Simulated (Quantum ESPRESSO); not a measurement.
Troubleshooting Quantum ESPRESSO: a failed run on ScGaPd (Pnma, 12 atoms in the cell). The aim is a self-consistent single point with DFT, LDA (PZ), plane waves, GBRV 1.5 ultrasoft (LDA) pseudopotentials.

Cell that was meant: a = 6.3859 Å, b = 4.1680 Å, c = 7.3825 Å, α = 90.00°, β = 90.00°, γ = 90.00°.

Part of the input:

```fortran
/
&SYSTEM
  ibrav = 0,
  nat = 13,
  ntyp = 3,
  ecutwfc = 50,
  ecutrho = 400,
[...]
Pd    0.8250000000    0.7500000000    0.9326500000
Pd    0.3250000000    0.7500000000    0.5673500000
Pd    0.6750000000    0.2500000000    0.4326500000
Sc    0.0095400000    0.2500000000    0.7016600000
K_POINTS {automatic}
3 6 3  0 0 0
CELL_PARAMETERS {bohr}
```

Output (repeated stretches shortened):

```
 %%%%%%%%%%%%%%%%%%%%%%%%%%%%%%%%%%%%%%%%%%%%%%%%%%%%%%%%%%%%%%%%%%%%%%%%%%%%%%
     Error in routine check_atoms (1):
     atoms #   1 and #  13 overlap!
 %%%%%%%%%%%%%%%%%%%%%%%%%%%%%%%%%%%%%%%%%%%%%%%%%%%%%%%%%%%%%%%%%%%%%%%%%%%%%%

     stopping ...
```

**Question.** Read the log: what does the program object to, and what is the fix?

**Answer.** The fault is one atom entered twice; here the program stops on it instead of giving results. To fix it, remove the duplicate atom. The program stopped before any SCF iteration.

The sound input it was made from differs as follows (other fixes are possible):
```diff
-  nat = 13,
+  nat = 12,
-Sc    0.0095400000    0.2500000000    0.7016600000
```

With that input, the run converged in 13 iterations: free energy E − TS -38546.5030 eV; Fermi level (on the code's own zero) 14.84 eV; pressure 0.63 GPa; largest force (vector length) 0.113 eV/Å (DFT, LDA (PZ), plane waves, GBRV 1.5 ultrasoft (LDA) pseudopotentials).

On the sound input: the starting cell comes from a database of computed structures (which also holds hypothetical and non-ambient phases and stackings), without a prior relaxation at this level. Its lattice was rescaled by a random factor within 2.5 % of one. Spin polarisation is off.
